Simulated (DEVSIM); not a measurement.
System: abrupt CdTe n-p junction, at 300 K.

```
layer (left to right)  material  thickness (μm)  Nd (cm⁻³)  Na (cm⁻³)  τn (s)  τp (s)
---------------------  --------  --------------  ---------  ---------  ------  ------
1                          CdTe            52.0     1.3e16          -  1.2e-9  1.2e-9
2                          CdTe           0.840          -     1.4e17  1.2e-9  1.2e-9
```

Left contact: ohmic. Right contact: ohmic. Voltage is applied to the left contact. Recombination: SRH at mid-gap. Mobility is μmin + (μ − μmin)/(1 + (N/Nref)^α).

The device is made up for the run: typed textbook-type constants, with dimensions and the other settings drawn at random. Values at 300 K; Nc and Nv go as T^1.5, mobilities as T to minus their exponent, the gap by Varshni's rule with the affinity fixed. The table also holds parameters that only a changed run uses.

```csv
parameter,CdTe
gap (eV),1.5
affinity (eV),4.28
permittivity,10.2
Nc (cm⁻³),8e17
Nv (cm⁻³),1.8e19
μn (cm²/Vs),1000
μp (cm²/Vs),80
"μn,min",100
"μp,min",10
"Nref,n",1e17
"Nref,p",1e17
αn,0.6
αp,0.6
T exponent of μn,1.7
T exponent of μp,1.5
Cn (cm⁶/s),1e-30
Cp (cm⁶/s),1e-30
Varshni α (eV/K),0.00031
Varshni β (K),108
```

DEVSIM, 1D drift-diffusion, Boltzmann statistics, complete ionisation; no tunnelling, impact ionisation, image-force lowering or self-heating.

Base results: dark forward voltage at 1 A/cm² (V) 1.076; potential step across the device at zero bias (V) 1.268; largest field in the device at zero bias (V/cm) 72000.

Q: What follows from this one change: doping Nd of layer 1 1.3e+16 → 3.9e+14 cm^-3?

A: dark forward voltage at 1 A/cm² 1.076 → 1.083 V; potential step across the device at zero bias 1.268 → 1.177 V; largest field in the device at zero bias 72000 → 24000 V/cm.

Q: What follows from this one change: temperature 300 → 400 K?

A: dark forward voltage at 1 A/cm² 1.076 → 0.876 V; potential step across the device at zero bias 1.268 → 1.132 V; largest field in the device at zero bias little changed (67000 V/cm).

Q: What follows from this one change: constant mobility in place of the doping-dependent one?

A: dark forward voltage at 1 A/cm² 1.076 → 1.069 V; potential step across the device at zero bias little changed (1.268 V); largest field in the device at zero bias little changed (72000 V/cm).
